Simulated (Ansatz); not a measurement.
**Several settings converged on NiO (R3m, 4 atoms in the cell)**

```xyz
4
Lattice="4.1591 2.0795 2.0795 2.0795 4.1591 2.0795 2.0795 2.0795 4.1591" Properties=species:S:1:pos:R:3 pbc="T T T"
Ni     0.0289     0.0289     0.0289
Ni     4.1591     4.1591     4.1591
O      2.0795     2.0795     2.0795
O      6.2386     6.2386     6.2386
```
Moments meant for the start (each program seeds them in its own way; μB, in the order of the atoms Ni Ni O O): 2.0 -2.0 0.0 0.0.

Base method: PBEsol, default PAW files made with PBE (plane waves; Ansatz, a first-principles code).

Base settings: basis.ecutwfc = 420 eV; kpoints.mp_grid.grid = 8 8 8; hamiltonian.xc = pbesol; hamiltonian.pseudopotentials = {kind: paw} (the program's default PAW files); magnetization.spin_polarized = true; scf.occupations.method = fermi_dirac; scf.occupations.width = 0.01 eV.

The count of work is k-points × plane waves × bands × iterations; it is no time. Core times come from one kind of shared machine, to one figure; runs under 30 s give none.

**The cutoff for other potential files**

Level: DFT, PBEsol, plane waves, harder PAW files (source: ansatz) made with PBE.

In this ladder: hamiltonian.pseudopotentials = {kind: paw, source: ansatz}.

The second cell is the first with its lattice scaled by 0.98.

The mesh stays at the base's, so the ladder's end is converged at best in this setting alone.

The first pressure column holds Ansatz's estimate of the finite-basis (Pulay) stress, which hides part of the cutoff error; the other is without it.

Only quantities that move along the ladder and can be compared are tabulated.

| basis.ecutwfc | free energy less the last step's (meV/atom) | energy of the compressed cell less the first (meV/atom) | pressure (GPa) | pressure without the Pulay estimate (GPa) | largest difference of a force vector from the last step's (eV/Å) | count of work / last | core time / last (rough) |
|---|---|---|---|---|---|---|---|
| 420 eV | 5185.43 | -41.38 | -13.24 | -460.32 | 0.229 | 0.10 | – |
| 510 eV | 1076.47 | -8.64 | -7.36 | -123.20 | 0.086 | 0.14 | – |
| 650 eV | 70.42 | 3.45 | -5.80 | -17.08 | 0.015 | 0.22 | – |
| 790 eV | 3.32 | 2.29 | -5.76 | -6.42 | 0.001 | 0.30 | – |
| 930 eV | 0.70 | 2.38 | -5.75 | -5.76 | 0.000 | 0.35 | 0.4 |
| 1115 eV | 0.41 | 2.36 | -5.75 | -5.77 | 0.000 | 0.45 | 0.5 |
| 1395 eV | 0.16 | 2.36 | -5.75 | -5.76 | 0.000 | 0.64 | 0.6 |
| 1860 eV | 0.00 | 2.35 | -5.75 | -5.76 | 0.000 | 1.0 | 1 |

Coarsest basis.ecutwfc that holds the forces within 0.01 eV/Å of the last step, with all finer ones: 790 eV, at 0.30 of the last step's count of work; the step before is off by 0.015 eV/Å.

Coarsest basis.ecutwfc that holds the free energy within 1 meV/atom of the last step, with all finer ones: 930 eV, at 0.35 of the last step's count of work and about 0.4 of the last step's time; the step before is off by 3.3 meV/atom.

Coarsest basis.ecutwfc that holds the pressure within 0.05 GPa of the last step, with all finer ones: 650 eV, at 0.22 of the last step's count of work; the step before is off by 1.6 GPa.

The energy difference between the two cells stays within 1 meV/atom of the last step's from 790 eV on, the total only from 930 eV on: much of the error is common to both cells and cancels.

At the lowest cutoff the pressure without the Pulay estimate lies 455 GPa under the last step's, the usual sign of Pulay stress in an incomplete plane-wave basis.

**The density cutoff**

The second cell is the first with its lattice scaled by 0.98.

The mesh stays at the base's, so the ladder's end is converged at best in this setting alone.

Only quantities that move along the ladder and can be compared are tabulated.

| basis.ecutrho_ratio | free energy less the last step's (meV/atom) | energy of the compressed cell less the first (meV/atom) | pressure (GPa) | largest difference of a force vector from the last step's (eV/Å) |
|---|---|---|---|---|
| 2 | -9.03 | 5.13 | -4.43 | 0.009 |
| 3 | -0.03 | 2.20 | -5.79 | 0.000 |
| 4 | -0.01 | 2.22 | -5.79 | 0.000 |
| 5 | 0.00 | 2.22 | -5.79 | 0.000 |
| 6 | 0.00 | 2.22 | -5.79 | 0.000 |
| 8 | 0.00 | 2.22 | -5.79 | 0.000 |
| 10 | 0.00 | 2.22 | -5.79 | 0.000 |
| 12 | 0.00 | 2.22 | -5.79 | 0.000 |
| 16 | 0.00 | 2.22 | -5.79 | 0.000 |

Coarsest basis.ecutrho_ratio that holds the energy of the compressed cell less the first within 0.2 meV/atom of the last step, with all finer ones: 3; the step before is off by 2.9 meV/atom.

Coarsest basis.ecutrho_ratio that holds the pressure within 0.05 GPa of the last step, with all finer ones: 3; the step before is off by 1.4 GPa.

Coarsest basis.ecutrho_ratio that holds the forces within 0.005 eV/Å of the last step, with all finer ones: 3; the step before is off by 0.009 eV/Å.

**The relaxed cell against the cutoff**

On NiO (Fm-3m, 4 atoms in the cell): atoms on their sites.

In this ladder: relax = cell and atoms.

The mesh stays at the base's, so the ladder's end is converged at best in this setting alone.

Only quantities that move along the ladder and can be compared are tabulated.

```csv
basis.ecutwfc,relaxed volume (Å³/atom),relaxation steps
295 eV,8.729,17
355 eV,8.757,11
420 eV,8.741,7
505 eV,8.740,5
630 eV,8.739,5
840 eV,8.739,5
```

Coarsest basis.ecutwfc that holds the relaxed volume within 0.017 Å³/atom of the last step, with all finer ones: 420 eV; the step before is off by 0.018 Å³/atom.

On the base run: the starting cell has typed, rounded lattice constants, without a prior relaxation at this level. Its lattice was rescaled by up to half a per cent. One atom was moved a little off its site on purpose. The magnetic order is the one reached from the typed start; others were not searched systematically.

Left out of this page: 1 run of the series failed or unconverged; 1 run of the series stopped by limits of time or memory.

Keys are those of Ansatz 0.2.
